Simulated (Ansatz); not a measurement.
The parent structure is Mg3Sb2 (space group P-3m1, No. 164).

```xyz
5
Lattice="4.5508 0.0000 0.0000 -2.2754 3.9411 0.0000 0.0000 0.0000 7.1806" Properties=species:S:1:pos:R:3 pbc="T T T"
Sb     0.0000     2.6274     1.6096
Sb     2.2754     1.3137     5.5709
Mg     0.0000     0.0000     0.0000
Mg     0.0000     2.6274     4.5425
Mg     2.2754     1.3137     2.6381
```

All numbers come from PBEsol, PAW, 420 eV (Ansatz, a first-principles code; no SOC).

Carriers are added at fixed cell with a uniform background; the Fermi–Dirac width is that of 300 K.

One change was made to it. Results:

```tsv
quantity	base	after
Fermi level relative to the doped band's edge (positive inside the band; to 0.05 eV)	–	+0.50 eV
gap between the host's bands	0.15 eV	0.18 eV
gap character	indirect, Γ → k = (0, 0.417, 0.286) in the run's primitive reciprocal basis	indirect, Γ → k = (0, 0.417, 0.286) in the run's primitive reciprocal basis
```

Problem. Name the change that was made.
A. electrons 3.0×10^21 cm⁻³
B. holes 1.0×10^22 cm⁻³
C. electrons 7.0×10^21 cm⁻³
D. electrons 1.0×10^22 cm⁻³
E. holes 3.0×10^21 cm⁻³

Solution. A, electrons 3.0×10^21 cm⁻³. For comparison, the Fermi level from band edge in the other runs: holes 1.0×10^22 cm⁻³ gives +0.95 eV; holes 3.0×10^21 cm⁻³ gives +0.70 eV; electrons 7.0×10^21 cm⁻³ gives +0.95 eV; electrons 1.0×10^22 cm⁻³ gives +1.15 eV.

Carriers are added with a uniform compensating background; total energy and stress of such cells depend on the potential's zero and are not compared; many-body gap narrowing is missing at this level. With Sb present, leaving out spin-orbit coupling can change the band edges. No phonon test of stability was made. The zero or small gap of Mg3Sb2 can change with the level of theory.
